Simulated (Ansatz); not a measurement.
Response to strain in BaHfO3

Base system: BaHfO3 in the cubic perovskite structure (space group Pm-3m, No. 221).

```yaml
crystal:
  lattice:
    - [4.20624, 0.00000, 0.00000]
    - [0.00000, 4.20624, 0.00000]
    - [0.00000, 0.00000, 4.20624]
  atoms:
    - { symbol: Ba, position: [0.00000, 0.00000, 0.00000] }
    - { symbol: Hf, position: [0.50000, 0.50000, 0.50000] }
    - { symbol: O, position: [0.50000, 0.00000, 0.50000] }
    - { symbol: O, position: [0.00000, 0.50000, 0.50000] }
    - { symbol: O, position: [0.50000, 0.50000, 0.00000] }
```

Strains are applied to the cell and any free atomic positions relax.

All numbers come from Kohn–Sham DFT with the PBE functional, run in Ansatz (a first-principles code) with PAW and 420 eV plane waves, scalar-relativistic without spin-orbit coupling.

Notes on the quantities. energy relative to the base: free energy F.

| isotropic strain (%) | energy relative to the base (meV/atom) |
|---|---|
| 0 | 0.0 |
| 0.6 | 2.3 |
| 1.2 | ? |
| 1.8 | 19.8 |
| 2.4 | 34.5 |
| 3 | 52.8 |

Q: Fit ΔE = Aε² + Bε³ (ε in %) to the rows shown and predict the withheld row.

A: Least squares on the printed values gives A = 6.48 and B = -0.20 meV/atom (largest residual 0.0 meV/atom); this predicts 9.0 meV/atom, and the run gives 9.0 meV/atom, in agreement.

No phonon test of stability was made.
